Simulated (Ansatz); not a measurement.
Consider ZrC in the rock salt structure (space group Fm-3m, No. 225; a = 4.669 Å). Axes: x, y, z lie along the cube axes.

Computed with PBEsol (Ansatz, a first-principles code; PAW; 420 eV plane waves; scalar-relativistic without spin-orbit coupling).

For the base:

| Property | Result |
|---|---|
| Shortest interatomic distance | 2.334 Å |

Modification: a free-standing slab of 6 layers (12 atoms, 2 a layer) is cut normal to the z axis, with 15 Å of vacuum and the in-plane cell held at bulk.

**Question.** What does the calculation give for the excess energy per area of both faces, change of the spacing d12 from its bulk value of 2.334 Å, shortest interatomic distance and change of the spacing d23 from its bulk value of 2.334 Å after the change?

**Answer.** The excess energy per area of both faces (slab less bulk energy over the cell's area: twice a surface energy) comes out as 3.6 J/m² (uncertain by up to 0.2 J/m²); the change of the spacing d12 from its bulk value of 2.334 Å is -2.0 %; the shortest interatomic distance drops by 0.1046 Å, from 2.334 Å to 2.230 Å; the change of the spacing d23 from its bulk value of 2.334 Å comes out as -0.2 %.

Slab and bulk use different k-meshes, which limits the precision of the excess energy. Whether these cells are dynamically stable was not tested. All final runs are without spin polarisation.
